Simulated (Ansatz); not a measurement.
System: BN (within 0.1 Å of R3m, No. 160, 2 atoms in the cell; start mp-714851; a measured phase of this formula has another space group). Method: LDA (Ansatz, an electronic-structure program, PAW).

Run with plane-wave cutoff 520 eV, 16×16×12 k mesh (along the axes of the cell as run), Fermi–Dirac smearing 0.01 eV, scalar-relativistic PAW data made under PBE.

Cell (relaxed at this level):

```
BN
1.0
    2.47648     0.00290     0.24632
   -1.22850     2.15027    -0.24639
   -0.32713    -1.24874     3.28656
B N
1 1
Direct
  0.00853   0.00888   0.00603
  0.67558   0.34297   0.00716
```

Q: Estimate the band gap, smallest direct gap on the k points sampled and Γ–Γ gap that the calculation returns.

A: 
band gap: 3.96 eV (indirect)
smallest direct gap on the k points sampled: 4.60 eV
Γ–Γ gap: 6.42 eV

The computed numbers hold no vibrational or temperature effects.

Computing time: very roughly 50 core-seconds.

A start named mp-… is a Materials Project structure, which need not be a measured phase.
